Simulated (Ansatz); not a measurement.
Take CuAu (space group P4/mmm, No. 123; a = 2.823 Å, c = 3.569 Å) as the base.

The values are results of PBEsol, PAW, 420 eV (Ansatz, an electronic-structure program; no spin-orbit coupling), not measurements.

Base values:

| Quantity | Value |
|---|---|
| Volume per atom | 14.22 Å³ |
| c/a ratio | 1.264 |

Now apply this change: a hydrostatic pressure of 4.5 GPa.

**Question.** How does this affect the volume per atom?

**Answer.** The volume per atom drops by 0.35 Å³ to 13.87 Å³.

**Question.** How does this affect the c/a ratio?

**Answer.** The c/a ratio decreases by 0.008, from 1.264 to 1.256.

Load acts through the strain it causes; cell and atoms are relaxed under it. No phonon test of stability was made. All final runs are without spin polarisation.
